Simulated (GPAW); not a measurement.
Troubleshooting GPAW: a failed run on ZrPb (P2_1/c, 8 atoms in the cell). The aim is a self-consistent single point with DFT LDA (Perdew-Wang 92), LCAO dzp, GPAW PAW datasets LDA (gpaw-data 1.0.1).

Cell that was meant: a = 4.0464 Å, b = 8.7698 Å, c = 6.9396 Å, α = 90.00°, β = 121.22°, γ = 90.00°.

Part of the input:

```python
            h=0.18,
            basis='dzp',
            xc='LDA',
            setups={'Pb': 'hard'},
            kpts={'size': (5, 2, 3), 'gamma': True},
            occupations={'name': 'marzari-vanderbilt', 'width': 0.1},
            symmetry={'symmorphic': False, 'tolerance': 0.0005},
```

Log, with long lists cut:

```
Input parameters:
  basis: dzp
  h: 0.18
  kpts: {gamma: True,
         size: (5, 2, 3)}
  maxiter: 100
  mode: lcao
  occupations: {name: marzari-vanderbilt,
                width: 0.1}
  setups: {Pb: hard}
  symmetry: {symmorphic: False,
             tolerance: 0.0005}

Traceback (most recent call last):
   [... frames left out ...]
FileNotFoundError: Could not find required basis set file "Pb.hard.dzp.basis".

You need to set the GPAW_SETUP_PATH environment variable to point to
the directories where PAW dataset and basis files are stored.  See
https://gpaw.readthedocs.io/install.html#install-paw-datasets
for details.
```

Q: From the messages shown, name the fault and mend the input.

A: The fault is a potential or basis that cannot be found. The input names a file or set that is not where the program looks, or that does not exist under that name. To fix it, correct the name or place the file. The program stopped before any SCF iteration.

The sound input it was made from differs as follows (other fixes are possible):
```diff
-            setups={'Pb': 'hard'},
```

With that input, the run converged in 11 iterations: free energy E − TS (from the program's reference atoms) -48.9586 eV; Fermi level (on the code's own zero) 8.29 eV; largest force (vector length) 0.118 eV/Å (DFT LDA (Perdew-Wang 92), LCAO dzp, GPAW PAW datasets LDA (gpaw-data 1.0.1)).

On the sound input: the starting cell comes from a database of computed structures (which also holds hypothetical and non-ambient phases and stackings), without a prior relaxation at this level. Values carry the incompleteness of an atom-centred basis. Without a gap this mesh is coarse (it stands for a supercell whose shortest vector is 18 Å).
